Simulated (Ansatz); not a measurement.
Functionals compared on the (111) surface of cubic BaHfO3 in its 1x1 cell (cut with top plane Hf, bottom plane Hf), relaxed from an ideal cut (the real face may reconstruct), outermost plane spacing 1.21 Å in the ideal cut (one of several cuts of this face), with 1 Hf a cell over the bulk's ratio, in Ansatz (plane waves, PAW). The structure was relaxed with PBE; the other rows are single points on it, each with its references at the same level. Cutoff 420 eV (500 eV for r2SCAN).

Model: 26-atom slab, Ba5Hf6O15, 12.1 Å thick at the start, 5x5x1 mesh, Fermi-Dirac 0.025 eV, dipole correction, all atoms relaxed; start symmetry kept, larger cells not searched; no spin (no spin-polarised run to compare, though such a face may carry moments), no spin-orbit, no U. The slab shows no gap on its mesh. These notes are the PBE run's.

```json
[
 {"functional": "PBE", "work function of the top face (eV)": "4.13", "ionisation potential (eV)": "8.27", "rough cost of the single point": "–"},
 {"functional": "LDA", "work function of the top face (eV)": "4.24", "ionisation potential (eV)": "8.22", "rough cost of the single point": "around 2.4 core-minutes (rough)"},
 {"functional": "PBEsol", "work function of the top face (eV)": "4.15", "ionisation potential (eV)": "8.18", "rough cost of the single point": "very roughly 2.5 core-minutes"},
 {"functional": "RPBE", "work function of the top face (eV)": "4.06", "ionisation potential (eV)": "8.27", "rough cost of the single point": "roughly 2.2 core-minutes"},
 {"functional": "r2SCAN", "work function of the top face (eV)": "___", "ionisation potential (eV)": "___", "rough cost of the single point": "about 4 core-minutes (a rough figure)"}
]
```

Question: Complete the blanks.

Answer: 
- r2SCAN, work function of the top face (eV): 4.32
- r2SCAN, ionisation potential (eV): 9.00

Ansatz is a program for electronic structure.
